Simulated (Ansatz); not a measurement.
System: MoP (P-6m2, No. 187, 2 atoms in the cell; start mp-219). Method: PBEsol (plane waves, PAW; Ansatz, a quantum-chemistry and plane-wave program).

Run with plane-wave cutoff 520 eV, 18×18×18 k mesh, Fermi–Dirac smearing 0.05 eV, no spin polarisation, scalar-relativistic PAW data made under PBE.

Cell (relaxed at this level):

```
CELL_PARAMETERS angstrom
      3.20630     0.00000     0.00000
     -1.60315     2.77673     0.00000
      0.00000     0.00000     3.17419
ATOMIC_POSITIONS crystal
  Mo 0.00000 0.00000 0.00000
  P  0.33333 0.66667 0.50000
```

Q: Estimate the bulk modulus that the calculation returns.

A: 
- bulk modulus: 234 GPa

The run finds no gap.

Note: the bulk modulus is −V dP/dV from two relaxed cells at ±2 % in volume; the relaxation could not lower the start's symmetry, so the cell can be a saddle point above a distorted one.

Static lattice: no zero-point or thermal effects.

A start named mp-… is a Materials Project structure, which need not be a measured phase.
